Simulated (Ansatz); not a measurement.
SnO2, response to strain

Take SnO2 in the rutile structure (space group P4_2/mnm, No. 136; a = 4.7599 Å, c = 3.2008 Å) as the base. Axes: x, y, z lie along a, b, c of the conventional cell.

Strains are applied to the cell and any free atomic positions relax; under stress the whole cell relaxes.

The values are results of DFT with r2SCAN, PAW potentials and a 500 eV plane-wave cutoff in Ansatz (a program for electronic structure), spin-orbit coupling left out, not measurements.

Notes on the quantities. pressure: mean of the normal stresses, compression positive.

```csv
variant,band gap,pressure,volume per atom,electron mass
base,1.77 eV,0.00 GPa,12.09 Å³,"0.19 mₑ along c, 0.22 mₑ across (at Γ)"
isotropic strain +4.99 %,0.28 eV,-21.47 GPa,13.99 Å³,0.13 mₑ (at Γ)
uniaxial strain ε_xx = +0.97 %,1.67 eV,-1.82 GPa,12.20 Å³,"0.19 mₑ along z, 0.22 mₑ across (at Γ)"
uniaxial strain ε_yy = −0.26 %,1.79 eV,0.51 GPa,12.06 Å³,"0.19 mₑ along z, 0.23 mₑ across (at Γ)"
uniaxial strain ε_yy = +3.60 %,1.44 eV,-6.24 GPa,12.52 Å³,"0.18 mₑ along z, 0.22 mₑ across (at Γ)"
tensor shear ε_xy = +0.89 %,1.77 eV,0.09 GPa,12.09 Å³,"0.19 mₑ along z, 0.23 mₑ across (at Γ)"
"uniaxial stress, 5 GPa compression along z",1.87 eV,–,12.03 Å³,"0.20 mₑ along z, 0.24 mₑ across (at Γ)"
```

Effective masses come from finite differences of ±0.01 Å⁻¹. Beyond what the load breaks, stability against distortions was not tested. The zero or small gap of SnO2 under isotropic strain +4.99 % can change with the level of theory.
